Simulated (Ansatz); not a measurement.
A computed series for ZnS: element substitutions

Take ZnS in the zinc blende structure (space group F-43m, No. 216) as the base.

```
ZnS
1.0
    0.00000     2.67826     2.67826
    2.67826     0.00000     2.67826
    2.67826     2.67826     0.00000
S Zn
1 1
Direct
  0.25000   0.25000   0.25000
  0.00000   0.00000   0.00000
```

Each row replaces one element on all its sites; cell and atoms are relaxed.

Level of theory: PBEsol in Ansatz (plane waves to 420 eV, PAW, no spin-orbit coupling).

```json
[
 {"change": "base", "band gap": "2.09 eV", "density": "4.21 g/cm³", "shortest interatomic distance": "2.319 Å"},
 {"change": "Zn → Cd", "band gap": "1.01 eV", "density": "4.86 g/cm³", "shortest interatomic distance": "2.522 Å"},
 {"change": "Zn → Hg", "band gap": "zero", "density": "7.62 g/cm³", "shortest interatomic distance": "2.544 Å"},
 {"change": "S → Se", "band gap": "(withheld)", "density": "(withheld)", "shortest interatomic distance": "(withheld)"},
 {"change": "S → Pt", "band gap": "zero", "density": "10.05 g/cm³", "shortest interatomic distance": "2.409 Å"}
]
```

**Question.** Some entries are withheld; estimate them.

**Answer.** 
- S → Se, band gap: 1.24 eV
- S → Se, density: 5.36 g/cm³
- S → Se, shortest interatomic distance: 2.439 Å

With Hg and Pt present, leaving out spin-orbit coupling can change the band edges. Stability against distortions was not tested. As relaxed here, ZnPt is a hypothetical phase, not in the database extracts checked. The final runs are not spin-polarised. A zero or small gap of HgS can be the functional's error rather than a property of the material.

Ansatz is a quantum-chemistry and plane-wave program.
